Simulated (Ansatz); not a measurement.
For Sc in the hcp (Mg type) structure at 250 K, the quasi-harmonic free energy with LDA density-functional theory in Ansatz (plane waves, PAW) gives a volume expansion coefficient α_V = 27.08 × 10⁻⁶ K⁻¹, an isothermal bulk modulus B_T = 59.3 GPa, a molar volume V_m = 13.647 cm³/mol and C_V = 24.26 J/(mol K). 

### Question
Work out the Grüneisen parameter, C_P and the adiabatic bulk modulus.

### Answer
γ = α_V B_T V_m / C_V = 0.90. C_P − C_V = α_V² B_T V_m T = 0.15 J/(mol K), so C_P = 24.41 J/(mol K). B_S = B_T C_P/C_V = B_T (1 + α_V γ T) = 59.7 GPa.

The PAW data sets were generated under PBE and serve the other functionals too.

Ansatz is an electronic-structure program.
